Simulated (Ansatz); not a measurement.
CoGe (model structure, started from the NbAs type, I4₁md, No. 109, 4 atoms in the cell): equilibrium lattice constant a by level of theory

No measured value is used here.

```json
[
 {"level (code)": "PBE (Ansatz)", "value (Å)": "3.308"},
 {"level (code)": "PBEsol (Ansatz)", "value (Å)": "3.273"},
 {"level (code)": "PBE-D3(BJ) (Ansatz)", "value (Å)": "3.294"}
]
```

PBE, PBEsol, PBE-D3(BJ): the starting moments vanished in the run, and other orders were not tried. Ansatz's density-functional and Hartree–Fock values are scalar-relativistic unless marked +SOC, with PAW data made under PBE.

A model structure was made by putting elements into a prototype or built by hand; it is no filed structure, need not be a known phase, and can be a saddle point held by its symmetry.

Ansatz is a program for electronic structure.
